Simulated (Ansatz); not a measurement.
Start from Ti in the hcp (Mg type) structure (space group P6_3/mmc, No. 194; a = 2.936 Å, c = 4.636 Å). Axes: x lies along a and z along c of the hexagonal cell.

Computed with r2SCAN (Ansatz, an electronic-structure program; PAW; 500 eV plane waves; no spin-orbit coupling).

Before the change:

- Shortest interatomic distance = 287.2 pm
- Band gap = zero

One thing is altered: a free-standing slab of 5 layers (5 atoms, 1 a layer) is cut normal to the z axis, with 15 Å of vacuum and the in-plane cell held at bulk.

Problem. What happens to the change of the spacing d12 from its bulk value of 2.318 Å, excess energy per area of both faces, change of the spacing d23 from its bulk value of 2.318 Å, shortest interatomic distance and band gap?

Solution. The change of the spacing d12 from its bulk value of 2.318 Å amounts to -7.1 %; the excess energy per area of both faces (slab less bulk energy over the cell's area: twice a surface energy) comes out as 4.4 J/m² (uncertain by up to 0.1 J/m²); the change of the spacing d23 from its bulk value of 2.318 Å is +2.2 %; the shortest interatomic distance drops by 13.1 pm, from 287.2 pm to 274.1 pm; the band gap is still zero.

Slab and bulk use different k-meshes, which limits the precision of the excess energy. Stability against distortions was not tested. The final runs are not spin-polarised.
